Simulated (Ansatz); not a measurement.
**A computed series for hypothetical anti-perovskite Mg3SiO: pressure series**

Start from Mg₃SiO in the anti-perovskite structure (space group Pm-3m, No. 221; a hypothetical phase, not in the database extracts checked).

```yaml
crystal:
  lattice:
    - [4.22219, 0.00000, 0.00000]
    - [0.00000, 4.22219, 0.00000]
    - [0.00000, 0.00000, 4.22219]
  atoms:
    - { symbol: Mg, position: [0.00000, 0.50000, 0.50000] }
    - { symbol: Mg, position: [0.50000, 0.00000, 0.50000] }
    - { symbol: Mg, position: [0.50000, 0.50000, 0.00000] }
    - { symbol: Si, position: [0.00000, 0.00000, 0.00000] }
    - { symbol: O, position: [0.50000, 0.50000, 0.50000] }
```

Cell and atoms are relaxed at each pressure.

Levels (all Ansatz, a program for electronic structure, PAW): PBE (420 eV, no spin-orbit coupling); PBEsol (420 eV, no spin-orbit coupling).

The base cell above is that of PBE; each level relaxes its own structures.

```json
[
 {"case": "pressure −2 GPa", "shortest interatomic distance, PBE": "2.130 Å", "shortest interatomic distance, PBEsol": "___"},
 {"case": "pressure −1 GPa", "shortest interatomic distance, PBE": "2.120 Å", "shortest interatomic distance, PBEsol": "2.104 Å"},
 {"case": "pressure 0.3 GPa", "shortest interatomic distance, PBE": "2.109 Å", "shortest interatomic distance, PBEsol": "___"},
 {"case": "pressure 0.7 GPa", "shortest interatomic distance, PBE": "2.105 Å", "shortest interatomic distance, PBEsol": "2.089 Å"},
 {"case": "pressure 1.5 GPa", "shortest interatomic distance, PBE": "2.099 Å", "shortest interatomic distance, PBEsol": "___"},
 {"case": "pressure 3 GPa", "shortest interatomic distance, PBE": "2.087 Å", "shortest interatomic distance, PBEsol": "2.072 Å"},
 {"case": "pressure 5 GPa", "shortest interatomic distance, PBE": "2.072 Å", "shortest interatomic distance, PBEsol": "2.058 Å"},
 {"case": "pressure 7.5 GPa", "shortest interatomic distance, PBE": "2.056 Å", "shortest interatomic distance, PBEsol": "2.042 Å"},
 {"case": "pressure 10 GPa", "shortest interatomic distance, PBE": "2.041 Å", "shortest interatomic distance, PBEsol": "___"}
]
```

Task: What belongs in the blanks?

Result: 
- pressure −2 GPa, shortest interatomic distance, PBEsol: 2.113 Å
- pressure 0.3 GPa, shortest interatomic distance, PBEsol: 2.093 Å
- pressure 1.5 GPa, shortest interatomic distance, PBEsol: 2.083 Å
- pressure 10 GPa, shortest interatomic distance, PBEsol: 2.028 Å

PBE lies above PBEsol in every row, by 0.013 Å to 0.017 Å. They put the cases in the same order.

Load acts through the strain it causes; cell and atoms are relaxed under it. Stability against distortions was not tested. Competing high-pressure phases were not computed. All final runs are without spin polarisation.
